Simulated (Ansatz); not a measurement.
Base system: Al2O3 in the corundum structure (space group R-3c, No. 167; a = 4.7292 Å, c = 12.8916 Å (hexagonal axes)).

Calculations: Ansatz (an electronic-structure program), LDA, PAW, cutoff 420 eV, no spin-orbit coupling.

Before the change:

| Item | Result |
|---|---|
| Pressure | -0.1 kbar |
| Band gap | 6.43 eV |
| Smallest direct gap | 6.43 eV |

Now apply this change: the cell is scaled by 1.0300 in all directions; the atoms relax in the strained cell.

Task: How does this affect the energy relative to the base, pressure, band gap and smallest direct gap?

Result: The energy rises by 50 meV/atom; the pressure (mean of the normal stresses, compression positive) decreases by 191.2 kbar to -191.3 kbar; the band gap falls by 1.096 eV (6.43 eV → 5.34 eV); the smallest direct gap falls by 1.08 eV (6.43 eV → 5.35 eV).

Stability against distortions was not tested.
